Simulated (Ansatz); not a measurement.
# Effect of N → Br on TaN

The reference is TaN in the rock salt structure (space group Fm-3m, No. 225; a = 4.3756 Å).

Perturbation: full substitution N → Br, then cell and atoms are relaxed.

The values are results of Ansatz (a program for electronic structure) PBEsol, spin-orbit coupling left out, not measurements. Γ-centred 15×15×15 mesh, Fermi–Dirac width 0.05 eV, for the changed cell.

The volume per atom grows by 8.574 Å³, from 10.47 Å³ to 19.05 Å³ and the density shrinks by 4.09 g/cm³ to 11.37 g/cm³. The lattice parameter a increases by 0.9655 Å, from 4.376 Å to 5.341 Å and the shortest interatomic distance grows by 0.483 Å (2.188 Å → 2.671 Å). The band gap is still zero.

Stability against distortions was not tested. As relaxed here, TaBr is a hypothetical phase, not in the database extracts checked. No Hubbard U is applied, and correlation can decide whether such a compound is a metal. The final runs are not spin-polarised. TaBr has a high density of states at the Fermi level and may be magnetic at this level. This is not the structure that TaN has at room temperature and ambient pressure.
